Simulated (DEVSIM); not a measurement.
Device: Co/SiO2/n-Si capacitor, at 300 K.

```tsv
layer (left to right)	material	thickness (nm)	Nd (cm⁻³)
1	SiO2	7.90	-
2	Si	4000	2.1e16
```

Metal gate on the left, work function 5 eV. Fixed charge at the semiconductor interface 2.1e12 cm⁻² (in units of +e); interface traps 2.2e10 cm⁻² eV⁻¹, uniform in energy, neutral level at 0.5 of the gap above the valence band.

Constants are typed, rounded textbook-type inputs, not results; the design itself was drawn at random and stands for no fabricated device. Values at 300 K.

```tsv
parameter	SiO2	Si
gap (eV)	9	1.124
affinity (eV)	0.9	4.05
permittivity	3.9	11.7
Nc (cm⁻³)	-	2.86e19
Nv (cm⁻³)	-	3.1e19
```

DEVSIM, 1D Poisson equation in equilibrium, Boltzmann statistics, complete ionisation; no quantum confinement or tunnelling. Metal contacts follow the ideal Schottky-Mott rule: no Fermi-level pinning, no interface dipoles.

**Question.** Give the band bending (positive: bands bend down) and minority sheet density.

**Answer.** 
```tsv
Vg (V)	ψs (V)	minority carriers (cm⁻²)
-2.1	-0.935	2.7e12
-1.8	-0.920	1.9e12
-1.5	-0.899	1.1e12
-1.2	-0.862	4.2e11
-0.9	-0.730	3.9e9
-0.6	-0.466	< 1e8
-0.3	-0.213	< 1e8
0	0.002	< 1e8
0.3	0.100	< 1e8
0.6	0.141	< 1e8
0.9	0.165	< 1e8
1.2	0.181	< 1e8
```
